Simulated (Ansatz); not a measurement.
Phonon-limited resistivity of IrO2 (P4_2/mnm) against temperature in μΩ·cm, PBEsol, DFPT electron-phonon coupling, linearised Boltzmann equation (Ansatz, a program for electronic structure), harmonic crystal at a fixed cell. x, y and z are the axes of this cell:
```yaml
crystal:
  lattice:
    - [4.47139, 0.00000, 0.00000]
    - [0.00000, 4.47139, 0.00000]
    - [0.00000, 0.00000, 3.15347]
  atoms:
    - { symbol: Ir, position: [0.50000, 0.50000, 0.50000] }
    - { symbol: Ir, position: [0.00000, 0.00000, 0.00000] }
    - { symbol: O, position: [0.69121, 0.69121, 0.00000] }
    - { symbol: O, position: [0.30879, 0.30879, 0.00000] }
    - { symbol: O, position: [0.80879, 0.19121, 0.50000] }
    - { symbol: O, position: [0.19121, 0.80879, 0.50000] }
```

| T | ρ (x, y) | ρ (z) |
|---|---|---|
| 50 K | 0.082 | 0.122 |
| 77 K | 0.34 | 0.51 |
| 100 K | 0.69 | 1.05 |
| 150 K | 1.76 | (withheld) |
| 200 K | 3.2 | (withheld) |
| 250 K | 5.0 | 8.0 |
| 273 K | (withheld) | 9.5 |
| 300 K | 7.0 | 11.3 |

### Question
Complete the blanks.

### Answer

- 150 K, ρ (z): 2.7
- 200 K, ρ (z): 5.1
- 273 K, ρ (x, y): 5.9

A metal at this level (no band gap). Only scattering by harmonic phonons is included (no impurities, grain boundaries, electron-electron scattering or thermal expansion). Spin-orbit coupling is left out, which matters with elements this heavy. The run warned that the eigensolver left some states short of its tolerance. Halving the electron mesh (20x20x28) moves the resistivity by up to 4 %. Smearing 0.20 eV; phonons on a 3x3x4 q mesh, which this run doesn't test and which matters most at low temperature.
